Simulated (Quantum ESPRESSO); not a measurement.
A self-consistent single point of LaAl₃Au (I4mm, 5 atoms in the cell) with Quantum ESPRESSO.

Level of theory: LDA (PZ), GBRV 1.5 ultrasoft (LDA) pseudopotentials (plane waves; Quantum ESPRESSO).

```yaml
crystal:
  lattice:
    - [2.18146, -2.18146, 5.46097]
    - [2.18146, 2.18146, 5.46097]
    - [-2.18146, -2.18146, 5.46097]
  atoms:
    - { symbol: La, position: [0.00000, 0.98908, 0.98908] }
    - { symbol: Al, position: [0.00000, 0.39835, 0.39835] }
    - { symbol: Al, position: [0.50000, 0.75027, 0.25027] }
    - { symbol: Al, position: [0.50000, 0.25027, 0.75027] }
    - { symbol: Au, position: [0.00000, 0.62802, 0.62802] }
```

Reference input (self-consistent single point, DFT, PBEsol, plane waves, GBRV 1.5 ultrasoft (PBESOL) pseudopotentials): ecutwfc = 40 Ry; ecutrho = 320 Ry; occupations = smearing; smearing = fd; degauss = 0.0073499 Ry; potentials = {La: la_pbesol_v1.uspp.F.UPF, Al: al_pbesol_v1.uspp.F.UPF, Au: au_pbesol_v1.uspp.F.UPF}; K_POINTS = automatic 7 7 7 0 0 0; conv_thr = 1e-10 Ry. This run's input differs from it in these lines:

```diff
@@ -24,5 +24,5 @@
 ATOMIC_SPECIES
-La   138.9055  la_pbesol_v1.uspp.F.UPF
-Al    26.9815  al_pbesol_v1.uspp.F.UPF
-Au   196.9666  au_pbesol_v1.uspp.F.UPF
+La   138.9055  la_lda_v1.uspp.F.UPF
+Al    26.9815  al_lda_v1.uspp.F.UPF
+Au   196.9666  au_lda_v1.uspp.F.UPF
 ATOMIC_POSITIONS angstrom
```

Output, abridged:

```
     Self-consistent Calculation

     iteration #  1     ecut=    40.00 Ry     beta= 0.70

     negative rho (up, down):  5.506E-02 0.000E+00

     total energy              =    -236.79066902 Ry
     estimated scf accuracy    <       0.79982105 Ry

     iteration #  2     ecut=    40.00 Ry     beta= 0.70

     negative rho (up, down):  5.998E-02 0.000E+00

     total energy              =    -236.99411126 Ry
     estimated scf accuracy    <       2.26635502 Ry

     iteration #  3     ecut=    40.00 Ry     beta= 0.70

     negative rho (up, down):  6.434E-02 0.000E+00

     total energy              =    -237.27926770 Ry
     estimated scf accuracy    <       0.08839135 Ry

   [... 9 blocks of this kind left out ...]

     iteration # 13     ecut=    40.00 Ry     beta= 0.70

     negative rho (up, down):  6.357E-02 0.000E+00

     total energy              =    -237.31335003 Ry
     estimated scf accuracy    <          1.0E-09 Ry

     iteration # 14     ecut=    40.00 Ry     beta= 0.70

     negative rho (up, down):  6.357E-02 0.000E+00
     End of self-consistent calculation

     the Fermi energy is     9.8965 ev

!    total energy              =    -237.31335003 Ry
     estimated scf accuracy    <          3.5E-12 Ry
     smearing contrib. (-TS)   =      -0.00357033 Ry
     internal energy E=F+TS    =    -237.30977969 Ry

     convergence has been achieved in  14 iterations

     negative rho (up, down):  6.357E-02 0.000E+00

     Forces acting on atoms (cartesian axes, Ry/au):

     atom    1 type  1   force =     0.00000000   -0.00000000    0.00133503
     atom    2 type  2   force =    -0.00000000    0.00000000    0.00440946
     atom    3 type  2   force =     0.00000000    0.00000000   -0.00349384
     atom    4 type  2   force =     0.00000000    0.00000000   -0.00349384
     atom    5 type  3   force =    -0.00000000    0.00000000    0.00124318

     Total force =     0.006869     Total SCF correction =     0.000005

     negative rho (up, down):  6.357E-02 0.000E+00
          total   stress  (Ry/bohr**3)                   (kbar)     P=      -38.16
  -0.00024272   0.00000000   0.00000000          -35.70        0.00        0.00
   0.00000000  -0.00024272   0.00000000            0.00      -35.70        0.00
   0.00000000  -0.00000000  -0.00029281            0.00       -0.00      -43.07

   JOB DONE.
```

The run converged in 14 iterations. Against the reference run the pressure goes from -1.64 to -3.82 GPa and the largest force goes from 0.072 to 0.113 eV/Å.

The starting cell comes from a database of computed structures (which also holds hypothetical and non-ambient phases and stackings), without a prior relaxation at this level. With a pressure of about -4 GPa the cell is away from its equilibrium volume at this level.

Cost on one core of a shared machine: roughly 2 min.
